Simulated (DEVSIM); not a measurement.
Structure: TaN/AlN/SiO2/p-Si capacitor, at 300 K.

| layer (left to right) | material | thickness (nm) | Na (cm⁻³) |
|---|---|---|---|
| 1 | AlN | 25.0 | - |
| 2 | SiO2 | 0.680 | - |
| 3 | Si | 520 | 1.2e18 |

Metal gate on the left, work function 4.4 eV. Fixed charge at the semiconductor interface 4.7e10 cm⁻² (in units of +e); interface traps 1e10 cm⁻² eV⁻¹, uniform in energy, neutral level at 0.5 of the gap above the valence band.

This is a model device: material constants are rounded textbook-type values typed into the input, and sizes, dopings and lifetimes were drawn at random. Values at 300 K.

```
parameter      AlN  SiO2       Si
-------------  ---  ----  -------
gap (eV)       6.1     9    1.124
affinity (eV)  1.9   0.9     4.05
permittivity   8.5   3.9     11.7
Nc (cm⁻³)        -     -  2.86e19
Nv (cm⁻³)        -     -   3.1e19
```

DEVSIM, 1D Poisson equation in equilibrium, Boltzmann statistics, complete ionisation; no quantum confinement or tunnelling. Metal contacts follow the ideal Schottky-Mott rule: no Fermi-level pinning, no interface dipoles.

Question: Give the band bending (positive: bands bend down) and minority sheet density.

Answer: 
```
Vg (V)  ψs (V)  minority carriers (cm⁻²)
------  ------  ------------------------
-2.4    -0.082                     < 1e8
-1.8    -0.063                     < 1e8
-1.2    -0.035                     < 1e8
-0.6     0.012                     < 1e8
0        0.102                     < 1e8
0.6      0.255                     < 1e8
1.2      0.457                     < 1e8
1.8      0.696                     < 1e8
2.4      0.952                    4.4e10
3        1.031                    8.2e11
```
